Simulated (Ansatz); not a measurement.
Hf: uniaxial strain ε_zz = −2.50 %

Base system: Hf in the hcp (Mg type) structure (space group P6_3/mmc, No. 194; a = 3.1174 Å, c = 4.9501 Å; relaxed with 0.1 eV smearing). Axes: x lies along a and z along c of the hexagonal cell.

Perturbation: uniaxial strain ε_zz = −2.50 %, all other strain components held at zero, atoms relaxed at fixed cell.

Calculations: LDA, PAW, 420 eV (Ansatz, a program for electronic structure; no SOC). Γ-centred 21×21×12 mesh, Fermi–Dirac width 0.1 eV.

```tsv
quantity	base	changed	shift
volume per atom	20.83 Å³	20.31 Å³	-0.52 Å³
space group	P6_3/mmc (No. 194)	P6_3/mmc (No. 194)	–
shortest interatomic distance	3.060 Å	3.010 Å	-0.050 Å
energy relative to the base (free energy F)	0 meV/atom	+9.2 meV/atom	+9.2 meV/atom
pressure (mean of the normal stresses, compression positive)	0.0 GPa	3.4 GPa	+3.4 GPa
band gap	zero	zero	–
stress (xx, yy, zz, yz, xz, xy; compression positive)	–	(2.2, 2.2, 5.8, 0.0, 0.0, 0.0) GPa	–
```

Final structure:

```
CELL_PARAMETERS angstrom
      3.11736     0.00000     0.00000
     -1.55868     2.69972     0.00000
      0.00000     0.00000     4.82632
ATOMIC_POSITIONS crystal
  Hf 0.66667 0.33333 0.75000
  Hf 0.33333 0.66667 0.25000
```

Cost of the whole job for the changed cell (relaxation, final SCF and bands): around 60 core-seconds (rough).

No phonon test of stability was made. All final runs are without spin polarisation.
